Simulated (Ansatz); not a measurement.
Input and output of a self-consistent single point for YGe (Cm, 4 atoms in the cell) (Ansatz, a quantum-chemistry and plane-wave program).

Method: PBEsol, default PAW files made with PBE (plane waves; Ansatz).

```
CELL_PARAMETERS angstrom
      2.14770    -5.37829     0.00000
      2.14770     5.37829     0.00000
      0.00000     0.00000     3.96646
ATOMIC_POSITIONS crystal
  Y  0.13861 0.86139 0.26261
  Y  0.86139 0.13861 0.75000
  Ge 0.41562 0.58438 0.25000
  Ge 0.58438 0.41562 0.75000
```

Reference input (self-consistent single point, DFT, PBEsol, plane waves, default PAW files made with PBE): basis.ecutwfc = 30.9 Ry; kpoints.mp_grid.grid = 6 6 6; hamiltonian.xc = pbesol; hamiltonian.pseudopotentials = {kind: paw} (the program's default PAW files); scf.occupations.method = fermi_dirac; scf.occupations.width = 0.0073 Ry. This run's input differs from it in these lines:

Ansatz 0.2 input:
```diff
@@ -14,3 +14,3 @@
 kpoints:
-  mp_grid: { grid: [6, 6, 6] }
+  mp_grid: { grid: [5, 5, 5] }
 hamiltonian:
@@ -19,3 +19,3 @@
 scf:
-  occupations: { method: fermi_dirac, width: 0.0073 Ry }
+  occupations: { method: fermi_dirac, width: 0.0015 Ry }
 output:
```

The program printed (abridged):

```
SCF iter   1: F=—  HF=-16100.993134 eV  |F-HF|=—  |Δ(HF+E_count)|=         —  Δρ=2.48e-3  dr2=3.95e-3  ethr=1.77e-3  ⟨swp⟩=6.2  Hψ=4601  notcnv=0
all-band conjugate gradients solve this SCF's bands
preconditioner: auto → Kerker (q_TF=auto, 2.466 Å⁻¹)
SCF iter   2: F=—  HF=-16100.990675 eV  |F-HF|=—  |Δ(HF+E_count)|=   2.46e-3  Δρ=1.39e-3  dr2=1.45e-3  ethr=7.90e-6  ⟨swp⟩=2.1  Hψ=2273  notcnv=0
SCF iter   3: F=—  HF=-16100.990631 eV  |F-HF|=—  |Δ(HF+E_count)|=   4.37e-5  Δρ=4.96e-4  dr2=2.58e-4  ethr=2.90e-6  ⟨swp⟩=2.4  Hψ=1459  notcnv=0
SCF iter   4: F=—  HF=-16100.990593 eV  |F-HF|=—  |Δ(HF+E_count)|=   3.82e-5  Δρ=1.38e-4  dr2=2.56e-5  ethr=5.17e-7  ⟨swp⟩=2.0  Hψ=2046  notcnv=0
SCF iter   5: F=—  HF=-16100.990586 eV  |F-HF|=—  |Δ(HF+E_count)|=   6.88e-6  Δρ=4.36e-5  dr2=1.77e-6  ethr=5.11e-8  ⟨swp⟩=2.0  Hψ=2037  notcnv=0
SCF iter   6: F=—  HF=-16100.990585 eV  |F-HF|=—  |Δ(HF+E_count)|=   8.55e-7  Δρ=1.35e-5  dr2=1.67e-7  ethr=3.54e-9  ⟨swp⟩=2.0  Hψ=2048  notcnv=0
SCF iter   7: F=-16100.990585 eV  HF=-16100.990585 eV  |F-HF|=4.76e-8  |Δ(HF+E_count)|=   2.72e-9  Δρ=4.42e-6  dr2=1.49e-8  ethr=2.00e-10  ⟨swp⟩=5.8  Hψ=3957  notcnv=0
SCF 1 converged in 7 iterations: F = -16100.990585 eV  dr2 = 1.49e-8
Free energy (F): -16100.990585 eV
Internal energy: -16100.987852 eV  (E = F + TS)
E sigma→0 (E₀):  -16100.989218 eV
Entropy (-TS):   -0.002733 eV (-0.683 meV/atom)
Fermi energy:    11.152009 eV
--- Forces (eV/Å), atoms counted from 1 ---
  atom   1  Y     -0.00000000     0.06473218    -0.29656616
  atom   2  Y      0.00000000    -0.07190075     0.08449406
  atom   3  Ge    -0.00000000     0.02048911     0.03841867
  atom   4  Ge     0.00000000    -0.01328558     0.17365713
--- Stress (GPa, compression-positive) ---
       -3.273961       0.000000      -0.000000
        0.000000      -3.292953       0.276184
       -0.000000       0.276184      -2.232438
  P = ⅓ Tr σ = -2.9331 GPa (-29.331 kbar)
  The stress holds the Pulay correction. Without it, at fixed plane waves, as pw.x and ABINIT print it: P = -2.9470 GPa
```

The run converged in 7 iterations. Against the reference run the free energy rises by 7.8 meV/atom, the pressure goes from -3.05 to -2.93 GPa and the largest force moves little (0.301 to 0.304 eV/Å).

The starting cell comes from a database of computed structures (which also holds hypothetical and non-ambient phases and stackings), without a prior relaxation at this level. Its lattice was rescaled by up to half a per cent. One atom was moved a little off its site on purpose. Ansatz's pressure includes its estimate of the finite-basis (Pulay) stress.
